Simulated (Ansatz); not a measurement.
CdSe: uniaxial strain ε_zz = −3.00 %

Start from CdSe in the zinc blende structure (space group F-43m, No. 216; a = 6.082 Å). Axes: x, y, z lie along the cube axes.

Perturbation: the cell is compressed by 3.00 % along z with no lateral relaxation; the atoms relax in the strained cell.

Method: PBEsol (Ansatz, a quantum-chemistry and plane-wave program), without spin-orbit coupling. Settings: 9×9×9 k-points, 0.05 eV Fermi–Dirac smearing.

```tsv
quantity	base	changed	shift
shortest interatomic distance	4.976 bohr	4.927 bohr	-0.049 bohr
energy relative to the base (free energy F)	0 meV/atom	+5.2 meV/atom	+5.2 meV/atom
pressure (mean of the normal stresses, compression positive)	0.00 GPa	1.68 GPa	+1.68 GPa
band gap	0.48 eV	0.48 eV	-0.005 eV
gap character	direct at Γ	direct at Γ	–
electron mass	0.049 mₑ (at Γ)	0.048 mₑ along z, 0.055 mₑ across (at Γ)	–
hole mass	–	0.050 mₑ along z, 0.62 mₑ across (at Γ)	–
valence-band top at Γ (three highest levels, from the VBM)	0.00, 0.00, 0.00 eV	0.00, -0.09, -0.09 eV	–
stress (xx, yy, zz, yz, xz, xy; compression positive)	–	(1.53, 1.53, 1.98, 0.00, 0.00, 0.00) GPa	–
```

Effective masses come from finite differences of ±0.01 Å⁻¹. Whether these cells are dynamically stable was not tested. k-point labels follow each cell's own Brillouin zone.
